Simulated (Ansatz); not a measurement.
System: TiOF2 (P4₂/mmc, No. 131, 8 atoms in the cell; start mp-37473). Method: PBEsol (plane waves, PAW; Ansatz, a first-principles code).

Settings: plane-wave cutoff 520 eV, 10×10×6 k mesh (along the axes of the cell as run), Fermi–Dirac smearing 0.01 eV, no spin polarisation, scalar-relativistic PAW data made under PBE.

Cell (relaxed with PBEsol):

```cif
data_F4O2Ti2
_chemical_formula_sum 'Ti2 O2 F4'
_space_group_name_H-M_alt 'P 1'
_space_group_IT_number 1
_cell_length_a 3.76247
_cell_length_b 3.76247
_cell_length_c 7.78886
_cell_angle_alpha 90.000
_cell_angle_beta 90.000
_cell_angle_gamma 90.000
loop_
_space_group_symop_operation_xyz
  'x, y, z'
loop_
_atom_site_label
_atom_site_type_symbol
_atom_site_fract_x
_atom_site_fract_y
_atom_site_fract_z
_atom_site_occupancy
Ti1 Ti 0.00000 0.00000 0.00000 1
Ti2 Ti 0.00000 0.00000 0.50000 1
O1 O 0.50000 0.00000 0.00000 1
O2 O 0.00000 0.50000 0.50000 1
F1 F 0.50000 0.00000 0.50000 1
F2 F 0.00000 0.50000 0.00000 1
F3 F 0.00000 0.00000 0.25000 1
F4 F 0.00000 0.00000 0.75000 1
```

Q: Estimate the band gap that the calculation returns.

A: 
band gap: 2.02 eV (direct)

Computed values are for the static lattice.

The result took roughly 30 core-seconds.

A start named mp-… is a Materials Project structure, which need not be a measured phase.
